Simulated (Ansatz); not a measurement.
The parent structure is CsSnI$_{3}$ in the cubic perovskite structure (space group Pm-3m, No. 221; a = 6.224 Å).

Calculations: Kohn–Sham DFT with the r2SCAN functional, run in Ansatz (an electronic-structure program) with PAW and 500 eV plane waves, no spin-orbit coupling.

One change was made to it. Results:

The lattice parameter a shrinks by 0.3695 Å to 5.854 Å; the band gap changes from 0.46 eV to zero.

### Question
Which change produced these results?
(A) Cs → La
(B) I → Te
(C) Sn → Mo

### Answer
B, I → Te. For comparison, the lattice parameter a in the other runs: Sn → Mo gives 5.671 Å; Cs → La gives 6.030 Å.

With I present, leaving out spin-orbit coupling can change the band edges. Whether these cells are dynamically stable was not tested. As relaxed here, CsSnTe3, CsMoI3 and LaSnI3 are hypothetical phases, not in the database extracts checked. All final runs are without spin polarisation. An odd electron count without spin: CsSnTe3. Many cubic perovskites are stable only at high temperature; tilts and polar distortions were not tested. CsMoI3 has a high density of states at the Fermi level and may be magnetic at this level.
